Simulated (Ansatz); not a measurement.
## HgS under a change: pressure 0.3 GPa

The parent structure is HgS (space group P3_221, No. 154; a = 4.1387 Å, c = 9.4079 Å; made of chains).

One thing is altered: a hydrostatic pressure of 0.3 GPa.

Level of theory: PBEsol, PAW, 420 eV (Ansatz, an electronic-structure program; scalar-relativistic without spin-orbit coupling). Settings: 9×9×4 k-points, 0.05 eV Fermi–Dirac smearing.

* **Volume per atom**: 22.95 Å³ (base 23.26 Å³)
* **Density**: 8.42 g/cm³ (base 8.31 g/cm³)
* **Lattice parameter a**: 7.778 bohr (base 7.821 bohr)
* **c/a ratio**: 2.281 (base 2.273)
* **Shortest interatomic distance**: 4.516 bohr (base 4.510 bohr)
* **Enthalpy H = E + PV relative to the base's energy**: +0.04 eV/atom
* **Band gap**: 1.17 eV (base 1.23 eV)
* **Gap character**: indirect, k = (0, 0.111, 1/4) in the run's primitive reciprocal basis → Γ (base indirect, k = (0, 0.111, 1/4) in the run's primitive reciprocal basis → Γ)
* **Width of the top valence band**: 0.99 eV (base 0.97 eV)
* **Electron mass**: 0.40 mₑ along c, 1.4 mₑ across (at Γ) (base 0.40 mₑ along c, 1.4 mₑ across (at Γ))

Final structure:

```xyz
6
Lattice="4.1157 0.0000 0.0000 -2.0579 3.5643 0.0000 0.0000 0.0000 9.3879" Properties=species:S:1:pos:R:3 pbc="T T T"
Hg     2.9001     0.0000     6.2586
Hg    -1.4500     2.5115     3.1293
Hg     0.6078     1.0528     0.0000
S      2.0759     0.0000     1.5647
S     -1.0380     1.7978     7.8233
S      1.0199     1.7665     4.6940
```

With Hg present, leaving out spin-orbit coupling can change the band edges. Load acts through the strain it causes; cell and atoms are relaxed under it. Effective masses come from finite differences of ±0.01 Å⁻¹. Stability against distortions was not tested. No dispersion term is included in the PBEsol runs.
